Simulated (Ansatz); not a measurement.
Si: carrier doping

The reference is Si in the diamond structure (space group Fd-3m, No. 227; a = 5.470 Å).

Carriers are added at fixed cell with a uniform background; the Fermi–Dirac width is that of 300 K.

The values are results of PBE/PAW in Ansatz (a program for electronic structure), no SOC, earlier PAW set, not measurements.

Candidates:
(a) holes 3.0×10^21 cm⁻³
(b) electrons 2.0×10^21 cm⁻³
(c) holes 1.0×10^21 cm⁻³

For the base:

The gap between the host's bands is 0.61 eV.

Task: Order them by gap between the host's bands, highest first.

Result: (a) holes 3.0×10^21 cm⁻³ (0.68 eV), (c) holes 1.0×10^21 cm⁻³ (0.63 eV), (b) electrons 2.0×10^21 cm⁻³ (0.58 eV)

Carriers are added with a uniform compensating background; total energy and stress of such cells depend on the potential's zero and are not compared; many-body gap narrowing is missing at this level. Stability against distortions was not tested.
